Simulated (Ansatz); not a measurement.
System: cubic perovskite KCdF3. Method: r²SCAN+rVV10 (plane waves, PAW; Ansatz, a program for electronic structure).

Settings: plane-wave cutoff 560 eV, 8×8×8 k mesh, Fermi–Dirac smearing 0.01 eV, scalar-relativistic PAW data made under PBE.

A third-order Birch–Murnaghan fit to the energies gives V0 = 16.631 Å³/atom, B0 = 68.7 GPa, B′ = 4.8.

| V (Å³/atom) | P (GPa) |
|---|---|
| 15.632 | ? |
| 15.965 | 3.10 |
| 16.298 | 1.46 |
| 16.630 | 0.00 |
| 16.963 | ? |
| 17.295 | -2.45 |
| 17.628 | -3.48 |

Problem. Estimate the withheld pressures from this fit; the answers are the runs' own values.

Solution. 
- 15.632, P (GPa): 4.94
- 16.963, P (GPa): -1.29

The formula P = (3/2) B0 (x^(7/3) − x^(5/3)) [1 + (3/4)(B′ − 4)(x^(2/3) − 1)] with x = V0/V meets the computed pressures within 0.01 GPa when these rounded values are put in.

Note: the relaxation could not lower the start's symmetry, so the cell can be a saddle point above a distorted one.

Computed values are for the static lattice.
